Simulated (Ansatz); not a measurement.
# Pressure series in MoS2

Start from MoS$_{2}$ in the 3R-MoS2 type structure (space group R3m, No. 160; a = 3.153 Å, c = 17.994 Å (hexagonal axes); layered, stacked along the Cartesian z axis).

Cell and atoms are relaxed at each pressure.

Levels (all Ansatz, an electronic-structure program, PAW, earlier PAW set): PBE-D3(BJ) (420 eV, no spin-orbit coupling); r2SCAN+rVV10 (500 eV, spin-orbit coupling left out).

The base cell above is that of PBE-D3(BJ); each level relaxes its own structures.

| case | shortest interatomic distance, PBE-D3(BJ) | shortest interatomic distance, r2SCAN+rVV10 |
|---|---|---|
| pressure −1 GPa | 2.403 Å | 2.407 Å |
| pressure 3 GPa | 2.389 Å | 2.394 Å |
| pressure 7 GPa | 2.377 Å | 2.382 Å |
| pressure 15 GPa | 2.356 Å | 2.361 Å |
| pressure 30 GPa | 2.325 Å | 2.330 Å |
| pressure 50 GPa | 2.293 Å | 2.297 Å |
| pressure 75 GPa | 2.262 Å | 2.266 Å |
| pressure 100 GPa | 2.238 Å | 2.241 Å |

PBE-D3(BJ) lies below r2SCAN+rVV10 in every row, by 0.003 Å to 0.005 Å. They put the cases in the same order.

A case with no gap was solved on a k-mesh chosen for an insulator, which is coarse for it. Load acts through the strain it causes; cell and atoms are relaxed under it. Whether these cells are dynamically stable was not tested. No other phases were tried under pressure. All final runs are without spin polarisation.
